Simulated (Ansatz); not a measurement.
**SrTiO3, response to strain**

Take SrTiO$_{3}$ in the cubic perovskite structure (space group Pm-3m, No. 221; a = 3.854 Å) as the base.

Strains are applied to the cell and any free atomic positions relax.

Computed with LDA (Ansatz, a quantum-chemistry and plane-wave program; PAW; 420 eV plane waves; scalar-relativistic without spin-orbit coupling).

Notes on the quantities. energy relative to the base: free energy F.

```json
[
 {"change": "base", "smallest direct gap": "2.17 eV", "band gap": "1.85 eV", "volume per atom": "11.45 Å³", "energy relative to the base": "0 meV/atom"},
 {"change": "isotropic strain −3.00 %", "smallest direct gap": "2.23 eV", "band gap": "2.00 eV", "volume per atom": "10.45 Å³", "energy relative to the base": "+65 meV/atom"},
 {"change": "isotropic strain −2.40 %", "smallest direct gap": "2.22 eV", "band gap": "1.97 eV", "volume per atom": "10.65 Å³", "energy relative to the base": "+41 meV/atom"},
 {"change": "isotropic strain −1.80 %", "smallest direct gap": "[?]", "band gap": "[?]", "volume per atom": "10.84 Å³", "energy relative to the base": "[?]"},
 {"change": "isotropic strain −1.20 %", "smallest direct gap": "2.20 eV", "band gap": "1.91 eV", "volume per atom": "11.04 Å³", "energy relative to the base": "+9.7 meV/atom"},
 {"change": "isotropic strain −0.60 %", "smallest direct gap": "2.19 eV", "band gap": "1.88 eV", "volume per atom": "11.25 Å³", "energy relative to the base": "+2.3 meV/atom"}
]
```

Q: What belongs in the blanks?

A: 
- isotropic strain −1.80 %, smallest direct gap: 2.21 eV
- isotropic strain −1.80 %, band gap: 1.94 eV
- isotropic strain −1.80 %, energy relative to the base: +22 meV/atom

No phonon test of stability was made. All final runs are without spin polarisation. Many cubic perovskites are stable only at high temperature; tilts and polar distortions were not tested.
